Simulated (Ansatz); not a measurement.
## InAgTe2: response to strain

Base system: InAgTe$_{2}$ in the chalcopyrite structure (space group I-42d, No. 122).

```
CELL_PARAMETERS angstrom
     -3.21554     3.21554     6.38368
      3.21554    -3.21554     6.38368
      3.21554     3.21554    -6.38368
ATOMIC_POSITIONS crystal
  Ag 0.75000 0.25000 0.50000
  Ag 0.00000 0.00000 0.00000
  In 0.25000 0.75000 0.50000
  In 0.50000 0.50000 0.00000
  Te 0.11626 0.12500 0.49126
  Te 0.63374 0.62500 0.50874
  Te 0.37500 0.88374 0.00874
  Te 0.87500 0.36626 0.99126
```

Cartesian axes are those of the cell as printed.

Strains are applied to the cell and any free atomic positions relax; under biaxial strain the out-of-plane vector relaxes too; under stress the whole cell relaxes.

Calculations: Ansatz (a quantum-chemistry and plane-wave program) PBEsol, without spin-orbit coupling.

Candidates:
(a) isotropic strain −2.02 %
(b) biaxial strain +0.84 %, plane normal [001], relaxed out of plane
(c) uniaxial stress, 2 GPa tension along x

Notes on the quantities. energy relative to the base: free energy F.

### Question
Order them by energy relative to the base, lowest first.

### Answer
(b) biaxial strain +0.84 %, plane normal [001], relaxed out of plane (+0.6 meV/atom), (c) uniaxial stress, 2 GPa tension along x (+14 meV/atom), (a) isotropic strain −2.02 % (+18 meV/atom)

Stability under load was not tested beyond the relaxation. The final runs are not spin-polarised.
